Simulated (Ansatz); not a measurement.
The reference is Mg2Ge in the anti-fluorite structure (space group Fm-3m, No. 225; a = 6.421 Å).

It is then changed as follows: every lattice vector is stretched by 2.50 %, atoms relaxed at fixed cell.

Method: PBE/PAW in Ansatz (an electronic-structure program), without spin-orbit coupling.

Base, band edges from the VBM (valence, conduction): X -1.98, 0.17; W -2.65, 2.77; L -0.73, 0.94; Γ 0.00, 0.95; K -1.65, 0.71; U -1.65, 0.71 eV.

Give the band edges at the high-symmetry points of the new zone, measured from its valence-band maximum.


```json
[
 {"point": "Γ", "valence edge (eV)": "0.00", "conduction edge (eV)": "0.55"},
 {"point": "X", "valence edge (eV)": "-1.88", "conduction edge (eV)": "0.23"},
 {"point": "U", "valence edge (eV)": "-1.57", "conduction edge (eV)": "0.65"},
 {"point": "K", "valence edge (eV)": "-1.57", "conduction edge (eV)": "0.65"},
 {"point": "L", "valence edge (eV)": "-0.70", "conduction edge (eV)": "0.64"},
 {"point": "W", "valence edge (eV)": "-2.49", "conduction edge (eV)": "2.72"}
]
```

The gap is 0.23 eV, indirect, Γ → X.

The cells carry an imposed strain or load. Whether these cells are dynamically stable was not tested. The zero or small gap of Mg2Ge can change with the level of theory.
